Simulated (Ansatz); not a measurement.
H on the 1x1 (100) surface of fcc Cu, one in a 1x1 cell, energies for each (6.6 Å²). Energies are against ½ H2(g), without zero-point or thermal terms; each row is named by its start.

These are PBE (plane waves to 420 eV, PAW; Ansatz, a program for electronic structure) values and carry that method's errors.

Problem. Which site binds most strongly?
A. top Cu
B. bridge Cu-Cu (span 2.6 Å)
C. hollow Cu-Cu-Cu-Cu over Cu at depth 1.8 Å

Solution. C, hollow Cu-Cu-Cu-Cu over Cu at depth 1.8 Å. Adsorption energies: hollow Cu-Cu-Cu-Cu over Cu at depth 1.8 Å -0.08 eV; bridge Cu-Cu (span 2.6 Å) 0.03 eV; top Cu 0.66 eV.
